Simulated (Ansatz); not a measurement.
WC: response to strain

The parent structure is WC (space group P-6m2, No. 187; relaxed with 0.1 eV smearing).

```yaml
crystal:
  lattice:
    - [2.89911, 0.00000, 0.00000]
    - [-1.44955, 2.51070, 0.00000]
    - [0.00000, 0.00000, 2.82680]
  atoms:
    - { symbol: W, position: [0.00000, 0.00000, 0.00000] }
    - { symbol: C, position: [0.66667, 0.33333, 0.50000] }
```

Cartesian axes are those of the cell as printed.

Strains are applied to the cell and any free atomic positions relax; under biaxial strain the out-of-plane vector relaxes too; under stress the whole cell relaxes.

The values are results of PBEsol/PAW in Ansatz (a program for electronic structure), without spin-orbit coupling, not measurements.

Notes on the quantities. pressure: mean of the normal stresses, compression positive.

```csv
case,pressure,volume per atom
base,0.0 GPa,10.29 Å³
"biaxial strain −4.73 %, plane normal [001], relaxed out of plane",34.8 GPa,9.53 Å³
"biaxial strain −0.37 %, plane normal [001], relaxed out of plane",2.3 GPa,10.23 Å³
"biaxial strain +3.69 %, plane normal [001], relaxed out of plane",-19.0 GPa,10.92 Å³
isotropic strain +1.07 %,-12.2 GPa,10.62 Å³
isotropic strain +2.21 %,-23.4 GPa,10.99 Å³
isotropic strain +3.26 %,-32.1 GPa,11.33 Å³
uniaxial strain ε_xx = −0.44 %,1.7 GPa,10.24 Å³
"uniaxial stress, 1 GPa tension along z",–,10.29 Å³
```

Beyond what the load breaks, stability against distortions was not tested. The final runs are not spin-polarised.
